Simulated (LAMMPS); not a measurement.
MD of Al (fcc) at zero pressure, 4000 atoms, as a liquid; each row is its own run.

Level of theory: classical MD, pair style eam/alloy, file AlCu.eam.alloy, run in LAMMPS.

```
T (K)  volume (Å³/atom)
-----  ----------------
510              18.069
650              18.527
750              18.855
840              19.153
930              19.457
1030             19.814
1310             20.903
1490             21.790
```

Q: Fit a straight line, y = a + b x, to these rows (x is the first column, y the second) and predict the run at x = 1170.

A: Least squares gives a = 16.047 and b = 0.003754. At x = 1170 the fit predicts 20.439 Å³/atom. The run itself gave 20.329 ± 0.002 Å³/atom, so the fit is 0.54 % high.

Caution (rows 510; 650): this liquid lies under the melting point of about 750 K that EAM-type AlCu.eam.alloy gives, so it is undercooled.
